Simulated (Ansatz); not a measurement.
Consider a periodic stack without vacuum, fcc Pt (1 1 1) on corundum (0 0 1) (film strained to the substrate, faces as cut): substrate slab Al12O18, film Pt12, surface cells [[1, 0], [0, 1]] and [[1, 1], [-2, 1]], film strained by -1.1 and -1.1 %, faces Al/Al and Pt/Pt as cut (like faces can put a slab off its formula). Its start:

```xyz
42
Lattice="4.8088 0.0000 0.0027 -2.4044 4.1645 -0.0014 -1.3889 -0.3473 24.5461" Properties=species:S:1:pos:R:3 pbc="T T T"
Al     0.0116     0.0157     3.2745
Al     2.4181     1.4069     1.7913
Al     0.0126     2.7926     2.9991
Al     2.4120     1.3973     5.1434
O      3.2987    -0.0344     2.1374
O      0.7296     1.3635     2.1355
O      1.5027     2.7883     4.2819
O     -0.7388     4.0797     4.2818
O     -0.7372     1.4946     4.2810
O     -1.5835     2.8901     2.1344
Al     2.4086     1.3939     7.8271
Al     0.0065     2.7835     5.6286
Al     0.0048     0.0057     7.3099
Al     0.0026     2.7833     9.5063
O      0.9393     1.3986     6.4769
O     -1.6599     2.6658     6.4759
O      1.4739     0.0018     8.6563
O     -0.7280     1.2819     8.6561
O      1.6683     2.8995     8.6570
O      3.1419     0.1190     6.4786
Al    -0.0009     2.7933    12.1362
Al     0.0017     0.0091     9.9952
Al     2.4038     1.4040    11.8615
Al    -0.0041     0.0199    13.3636
O     -1.4913     2.7843    10.8489
O      3.1488    -0.0831    10.8529
O     -0.8834     1.4595    12.9992
O      1.5966     2.7007    13.0000
O      1.6847     0.0613    13.0028
O      0.7487     1.4960    10.8517
Pt     1.6290     2.0431    16.3870
Pt    -0.7776     3.4301    16.3713
Pt    -0.7662     0.6444    16.2995
Pt    -1.5814     2.0567    18.6554
Pt     0.8213     3.4605    18.6583
Pt     0.8084     0.6742    18.6597
Pt     0.0101     2.0642    20.9891
Pt    -2.4032     3.4460    20.9882
Pt     2.4052     0.6805    20.9906
Pt     1.5878     2.0335    23.3333
Pt    -0.8145     3.4317    23.2753
Pt    -0.8095     0.6546    23.2723
```

The start was prepared with a machine-learned potential, and the result is one local minimum, with the in-plane cell held and forces under 0.04 eV/Å; the film can end far from its bulk form.

Level of theory: PBE (plane waves to 420 eV, PAW; Ansatz, a quantum-chemistry and plane-wave program). No spin–orbit coupling; the runs are not spin-polarised; PBE gaps are too small against experiment. Its k-point mesh 6×6×1, Fermi–Dirac width 0.05 eV.

Task: Predict the relaxed interface.

Result: The interface area is 20.0 Å², the period is 23.40 Å and the gaps between the outermost planes at the two interfaces is 2.12 and 2.03 Å. The Al–Pt contacts across the interfaces within 1.22 times the sum of covalent radii comes out as 6, mean 2.66 Å.
